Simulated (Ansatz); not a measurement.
Consider MoP in the CsCl type structure (space group Pm-3m, No. 221; a = 3.0038 Å; a hypothetical phase, not in the database extracts checked; relaxed with 0.1 eV smearing). Axes: x, y, z lie along the cube axes.

Computed with Kohn–Sham DFT with the PBE functional, run in Ansatz (a program for electronic structure) with PAW and 420 eV plane waves, no spin-orbit coupling.

A first run, uniaxial strain ε_yy = −1.16 %, gives secant values C11 ≈ 460 GPa and C12 ≈ 130 GPa from its stress. A second run applies uniaxial stress, 2 GPa tension along z.

Task: What does linear elasticity predict for Young's modulus in the second run, and what does the run give?

Result: Linear elasticity: (C11 − C12)(C11 + 2 C12)/(C11 + C12) = 400 GPa. The run gives 380 GPa; any difference comes from nonlinear terms at these strains and numerical noise.

Stability under load was not tested beyond the relaxation. The final runs are not spin-polarised.
